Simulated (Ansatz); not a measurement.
The parent structure is InAs in the zinc blende structure (space group F-43m, No. 216; a = 6.110 Å). Axes: x, y, z lie along the cube axes.

All numbers come from Ansatz (an electronic-structure program) r2SCAN, without spin-orbit coupling.

For the base:

The valence-band top at Γ comes out as 0.00, 0.00, 0.00 eV and the valley order is Γ 0.08 eV; L along ⟨111⟩ 1.25 eV.

One thing is altered: the cell is compressed by 1.50 % along z with no lateral relaxation; the atoms relax in the strained cell.

Task: Estimate the effect on the energy relative to the base, valence-band top at Γ and valley order.

Result: The energy goes up by 1.6 meV/atom; the valence-band top at Γ (three highest levels, from the VBM) goes from 0.00, 0.00, 0.00 eV to 0.00, -0.07, -0.07 eV; the valley order (the lowest conduction-band minima on the path, energy above the VBM, named in the base's zone) goes from Γ 0.08 eV; L along ⟨111⟩ 1.25 eV to Γ 0.11 eV; L along [1-11] 1.24 eV.

The levels and masses belong to the bands next to the band gap. Stability against distortions was not tested.
